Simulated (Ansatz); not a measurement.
# KBr: band gap against pressure

KBr (rock salt, Fm-3m, 35.111 Å³/atom and stress up to 0.01 GPa in the relaxed cell, cube axes along x, y and z) under hydrostatic pressure, with the cell free. PBEsol in Ansatz, a plane-wave DFT program (PAW, default set), 420 eV, 9×9×9 Γ-centred mesh, Fermi-Dirac smearing 0.05 eV; ions are relaxed, or left where forces stay under 0.02 eV/Å, within the symmetry of each cell. Gaps are the smallest over the k-mesh and a band path, without spin-orbit coupling; in all rows the valence edge lies at Γ and the conduction edge at Γ.

Here P stands for pressure and Eg for gap.

| pressure (GPa) | gap (eV) |
|---|---|
| -1.0 | 4.151 |
| 0.0 | 4.339 |
| 0.3 | 4.386 |
| 0.7 | 4.445 |
| 1.5 | ? |

Taking a straight line for Eg over the 4 complete rows: Means: P 0, Eg 4.3303. About the means, the sum of products is 0.27630 and the sum of squares of P is 1.5800; the slope is their ratio. Least squares gives Eg = 4.3303 + 0.17487·P. Residuals (row less fit): -0.0044, 0.0087, 0.0032, -0.0077; standard error 0.0091 (degrees of freedom: 2). Over these rows the gap moves by 175 ± 7 meV per GPa.

Problem. What does the fit predict for Eg at P = 1.5, and how far is the calculated value from it?

Solution. Eg = 4.3303 + 0.17487 × 1.5 = 4.5926 eV. The calculation gives 4.550 eV, 0.0426 eV below the prediction (10.7 % of the range of Eg in the table). The row lies outside the fitted rows, so this is an extrapolation. From the scatter of the fitted rows alone, a prediction at this place has a standard error of 0.0149 eV, so the miss is 2.9 times that.

A polynomial of degree 2 through the 5 other runs of the series gives 4.493 there. Other structures, which can take over under pressure, weren't tried. Spin-orbit coupling is left out, which can shift this property for KBr. Rows are the converged runs of the series near zero and its far end, less any whose ions stayed unrelaxed beside relaxed ones; series whose fitted rows scatter by over a few per cent of the range, as at a crossing or softening among them, aren't shown in this form. Most that stay on the fit to the last digits aren't either.
